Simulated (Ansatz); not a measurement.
## Equilibrium lattice constant a of GeS2 (model structure, started from the fluorite type, Fm-3m, No. 225, 3 atoms in the cell) at several levels of theory

No measured value is used here.

| level (code) | value (Å) |
|---|---|
| PBE (Ansatz) | ___ |
| PBEsol (Ansatz) | 6.103 |
| PBE-D3(BJ) (Ansatz) | 6.130 |

Some entries are withheld; supply them.


- PBE (Ansatz, a quantum-chemistry and plane-wave program), value (Å): 6.221

Ansatz's density-functional and Hartree–Fock values are scalar-relativistic unless marked +SOC, with PAW data made under PBE.

A model structure was made by putting elements into a prototype or built by hand; it is no filed structure, need not be a known phase, and can be a saddle point held by its symmetry.
